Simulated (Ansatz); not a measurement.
Start from CdS in the wurtzite structure (space group P6_3mc, No. 186).

```
CELL_PARAMETERS angstrom
      4.12436     0.00000     0.00000
     -2.06218     3.57180     0.00000
      0.00000     0.00000     6.70817
ATOMIC_POSITIONS crystal
  Cd 0.33333 0.66667 0.00017
  Cd 0.66667 0.33333 0.50017
  S  0.33333 0.66667 0.37683
  S  0.66667 0.33333 0.87683
```

Cartesian axes are those of the cell as printed.

All numbers come from PBEsol (Ansatz, a quantum-chemistry and plane-wave program; PAW; 420 eV plane waves; no spin-orbit coupling).

The change: an isotropic linear strain of −1.80 %, atoms relaxed at fixed cell.

### Question
Predict the stress tensor and what it implies for the stiffness.

### Answer
Stress of the strained cell less that of the base (GPa, compression positive):
```
   3.77    0.00    0.00
   0.00    3.77    0.00
   0.00    0.00    3.80
```

Then B = −ΔP/(ΔV/V₀) with ΔV/V₀ = -0.0530 gives secant stiffness values (nonlinear terms included at this strain): B (at held cell shape, above the free-shape value) ≈ 71 GPa.

As a check, the harmonic strain energy −½ V₀ Δσ:ε is 16 meV/atom; the computed energy rise is 15 meV/atom.

Stability against distortions was not tested.
